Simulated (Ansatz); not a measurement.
We consider corundum In₂O₃ (high-pressure phase), described by HSE06 in Ansatz (plane waves, PAW).

Settings: plane-wave cutoff 500 eV, 6×6×6 k mesh, gaussian smearing 0.02 eV, scalar-relativistic PAW data made under PBE.

Cell (relaxed with r²SCAN):

```xyz
10
Lattice="5.1078 -2.7540 0.0005 5.1078 2.7540 0.0005 3.6225 0.0000 4.5334" Properties=species:S:1:pos:R:3 pbc="T T T"
In     4.9404     0.0000     1.6188
In     1.9786     0.0000     0.6483
In     8.8976     0.0000     2.9155
In    11.8593     0.0000     3.8859
O      8.5672     1.1204     1.1340
O      7.5225     0.8168     4.3226
O      8.1267    -1.9372     2.4784
O      5.2707    -1.1204     3.4003
O      6.3155    -0.8168     0.2117
O      5.7112     1.9372     2.0559
```

Task: What does this level give for the band gap?

Result: 
* **band gap**: 2.73 eV (on the SCF k mesh)

Note: cell and atoms aren't relaxed at this level (largest force component 0.04 eV/Å, pressure -1.1 GPa).

Spin–orbit coupling is not included.

Static lattice: no zero-point or thermal effects.

It cost roughly 12 core-minutes of CPU time.

Ansatz is an electronic-structure program.
